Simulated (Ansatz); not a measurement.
## A computed series for TaN: pressure series

The reference is TaN in the rock salt structure (space group Fm-3m, No. 225; a = 4.396 Å).

Cell and atoms are relaxed at each pressure.

All numbers come from plane-wave PAW DFT at the r2SCAN level (Ansatz, an electronic-structure program, 500 eV), spin-orbit coupling left out, earlier PAW set.

Notes on the quantities. enthalpy: H = E + PV relative to the base's energy.

```json
[
 {"variant": "base", "volume per atom": "10.62 Å³", "enthalpy": "–"},
 {"variant": "pressure −2 GPa", "volume per atom": "10.68 Å³", "enthalpy": "-0.13 eV/atom"},
 {"variant": "pressure −1 GPa", "volume per atom": "10.65 Å³", "enthalpy": "-0.07 eV/atom"},
 {"variant": "pressure 1.8 GPa", "volume per atom": "10.56 Å³", "enthalpy": "+0.12 eV/atom"},
 {"variant": "pressure 4.2 GPa", "volume per atom": "10.50 Å³", "enthalpy": "+0.28 eV/atom"},
 {"variant": "pressure 9 GPa", "volume per atom": "10.36 Å³", "enthalpy": "+0.59 eV/atom"},
 {"variant": "pressure 18 GPa", "volume per atom": "10.14 Å³", "enthalpy": "+1.16 eV/atom"},
 {"variant": "pressure 30 GPa", "volume per atom": "9.87 Å³", "enthalpy": "+1.91 eV/atom"},
 {"variant": "pressure 45 GPa", "volume per atom": "?", "enthalpy": "+2.82 eV/atom"},
 {"variant": "pressure 60 GPa", "volume per atom": "9.34 Å³", "enthalpy": "+3.71 eV/atom"}
]
```

Question: Complete the table.

Answer: 
- pressure 45 GPa, volume per atom: 9.59 Å³

Load acts through the strain it causes; cell and atoms are relaxed under it. No phonon test of stability was made. No other phases were tried under pressure. The final runs are not spin-polarised. This is not the structure that TaN has at room temperature and ambient pressure.
